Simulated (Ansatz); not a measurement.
## ScAl3C3, pressure series

Start from ScAl3C3 (space group P6_3/mmc, No. 194; a = 3.3429 Å, c = 16.6356 Å).

Cell and atoms are relaxed at each pressure.

All numbers come from PBEsol, PAW, 420 eV (Ansatz, a first-principles code; no SOC).

| pressure (GPa) | volume per atom (Å³/atom) |
|---|---|
| -2 | 11.637 |
| -1 | 11.567 |
| 0 | 11.499 |
| 0.3 | 11.480 |
| 0.7 | ? |
| 1.5 | 11.401 |
| 3 | 11.307 |
| 5 | 11.187 |
| 10 | 10.913 |

### Question
Fit the third-order Birch–Murnaghan form P(V) = (3B₀/2)[(V₀/V)^(7/3) − (V₀/V)^(5/3)]·[1 + (3/4)(B₀′ − 4)((V₀/V)^(2/3) − 1)] (squares taken in P) to the rows shown and predict the withheld row.

### Answer
Least squares on the printed values gives V₀ = 11.499 Å³/atom, B₀ = 172 GPa, B₀′ = 4.0; this predicts 11.453 Å³/atom, and the run gives 11.453 Å³/atom, in agreement.

A case with no gap was solved on a k-mesh chosen for an insulator, which is coarse for it. Load acts through the strain it causes; cell and atoms are relaxed under it. Stability against distortions was not tested. No other phases were tried under pressure. The base started in P6_3mc and relaxed to P6_3/mmc at this level. The final runs are not spin-polarised.
